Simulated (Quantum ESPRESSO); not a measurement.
Worked example: self-consistent single point of SrMg₁₄Ga (Amm2, 16 atoms in the cell) in Quantum ESPRESSO.

Method of the run: PBEsol, GBRV 1.5 ultrasoft (PBESOL) pseudopotentials (plane waves; Quantum ESPRESSO).

```
SrMg14Ga
1.0
   10.55981     0.00000     0.00000
    0.00000     3.22115     5.66681
    0.00000    -3.22115     5.66681
Sr Mg Ga
1 14 1
Direct
  0.50000   0.17091   0.17091
  0.00000   0.16591   0.16591
  0.00000   0.66879   0.66879
  0.50000   0.18044   0.66494
  0.50000   0.66494   0.18044
  0.00000   0.16238   0.67056
  0.00000   0.67056   0.16238
  0.23990   0.33889   0.82511
  0.76010   0.82511   0.33889
  0.76010   0.33889   0.82511
  0.23990   0.82511   0.33889
  0.23609   0.33699   0.33699
  0.76391   0.33699   0.33699
  0.25975   0.83024   0.83024
  0.74025   0.83024   0.83024
  0.50000   0.65359   0.65359
```

Reference input (self-consistent single point, DFT, PBEsol, plane waves, GBRV 1.5 ultrasoft (PBESOL) pseudopotentials): ecutwfc = 50 Ry; ecutrho = 250 Ry; occupations = smearing; smearing = marzari-vanderbilt; degauss = 0.0099958 Ry; K_POINTS = automatic 2 3 3 0 0 0; conv_thr = 1e-11 Ry. This run's input differs from it in these lines:

```diff
@@ -13,4 +13,4 @@
    ntyp = 3
-   ecutwfc = 50
-   ecutrho = 250
+   ecutwfc = 45
+   ecutrho = 225
    occupations = 'smearing'
```

Output, abridged:

```
     Self-consistent Calculation

     iteration #  1     ecut=    45.00 Ry     beta= 0.70

     negative rho (up, down):  6.295E-02 0.000E+00

     total energy              =   -2234.44051562 Ry
     estimated scf accuracy    <       5.07112995 Ry

     iteration #  2     ecut=    45.00 Ry     beta= 0.70

     negative rho (up, down):  6.280E-02 0.000E+00

     total energy              =   -2232.31354511 Ry
     estimated scf accuracy    <      22.02551646 Ry

     iteration #  3     ecut=    45.00 Ry     beta= 0.70

     negative rho (up, down):  6.291E-02 0.000E+00

     total energy              =   -2235.04225381 Ry
     estimated scf accuracy    <      16.24900076 Ry

   [... 11 blocks of this kind left out ...]

     iteration # 15     ecut=    45.00 Ry     beta= 0.70

     negative rho (up, down):  6.464E-02 0.000E+00

     total energy              =   -2236.64970264 Ry
     estimated scf accuracy    <          4.3E-11 Ry

     iteration # 16     ecut=    45.00 Ry     beta= 0.70

     negative rho (up, down):  6.464E-02 0.000E+00
     End of self-consistent calculation

     the Fermi energy is     5.6492 ev

!    total energy              =   -2236.64970264 Ry
     estimated scf accuracy    <          1.8E-12 Ry
     smearing contrib. (-TS)   =      -0.00074806 Ry
     internal energy E=F+TS    =   -2236.64895458 Ry

     convergence has been achieved in  16 iterations

     negative rho (up, down):  6.464E-02 0.000E+00

     Forces acting on atoms (cartesian axes, Ry/au):

     atom    1 type  1   force =     0.00000000    0.00000000    0.00031681
     atom    2 type  2   force =     0.00000000    0.00000000    0.00208921
     atom    3 type  2   force =     0.00000000    0.00000000    0.00199529
     atom    4 type  2   force =     0.00000000   -0.00007996    0.00303699
     atom    5 type  2   force =     0.00000000    0.00007996    0.00303699
   [... lines left out ...]
     Total force =     0.012426     Total SCF correction =     0.000005
   [... lines left out ...]

     negative rho (up, down):  6.464E-02 0.000E+00
          total   stress  (Ry/bohr**3)                   (kbar)     P=       -9.08
  -0.00010924   0.00000000   0.00000000          -16.07        0.00        0.00
   0.00000000  -0.00004905  -0.00000000            0.00       -7.22       -0.00
   0.00000000   0.00000000  -0.00002694            0.00        0.00       -3.96

   JOB DONE.
```

The run converged in 16 iterations. Against the reference run the free energy rises by 2.6 meV/atom, the pressure hardly changes (-0.86 to -0.91 GPa) and the largest force hardly changes (0.106 to 0.107 eV/Å).

The starting cell comes from a database of computed structures (which also holds hypothetical and non-ambient phases and stackings), without a prior relaxation at this level.

Cost on one core of a shared machine: roughly 7 min.
